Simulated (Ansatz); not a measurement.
The starting structures come from a database of crystals and need not be the phases stable at ambient conditions.

Given:

```xyz
20
Lattice="8.5771 0.0000 0.0000 -2.8590 8.0865 0.0000 2.8590 4.0433 7.0031" Properties=species:S:1:pos:R:3 pbc="T T T"
Y      3.5738     3.5379     2.6262
Y      6.4328    10.6136     6.1278
Y     -0.7148     6.5703     0.8754
Y      2.1443     7.5811     4.3770
Y      6.4328     6.0649     5.2524
Y      7.8623     2.0216     1.7508
Sb     5.6569     4.0433     0.0000
Sb     6.2149     2.7244     4.7187
Sb    -0.9326     8.7027     3.5016
Sb     3.3559     4.7460     5.7860
Sb     4.7854     6.7676     2.2844
Sb     0.4969     4.6595     3.5016
Sb     4.7854     0.7027     1.2171
Sb     1.3683     4.0433     0.0000
Au     5.0033     8.5919     4.3770
Au     2.1443     1.5162     0.8754
Au     9.2918     5.5595     6.1278
Au     6.4328     4.5487     2.6262
Au     2.1443     6.0649     1.7508
Au     0.7148    10.1082     5.2524
```

Space group of this cell: I-43d. The cell is taken as given.

Transport runs along the normal of the first two printed cell vectors, the (110) plane of the conventional cell.

The gap is the functional's own, uncorrected, and κ follows it; spin-orbit coupling is left out. Mid-gap values are interpolated between the computed energies.

Q: Predict the band gap and the smallest decay constant κ at mid-gap from Ansatz (an electronic-structure program) with r2SCAN.

A: Gap 0.79 eV on a 4×4×4 mesh; κ = 0.139 1/Å, at the zone centre.
